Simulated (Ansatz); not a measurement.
Base system: AlRu in the CsCl type structure (space group Pm-3m, No. 221; a = 2.9545 Å; relaxed with 0.1 eV smearing). Axes: x, y, z lie along the cube axes.

Level of theory: plane-wave PAW DFT at the LDA level (Ansatz, an electronic-structure program, 420 eV), spin-orbit coupling left out.

For the base:

- Pressure = 0.0 GPa

The change: biaxial strain +1.25 %, plane normal [111], relaxed out of plane (Cartesian); in-plane vectors clamped, the third vector and the atoms free.

Q: Estimate the effect on the ratio −ε⊥/ε∥ and pressure.

A: The ratio −ε⊥/ε∥ is 0.62; the pressure (mean of the normal stresses, compression positive) goes from zero to -3.7 GPa.

Whether these cells are dynamically stable was not tested. All final runs are without spin polarisation.
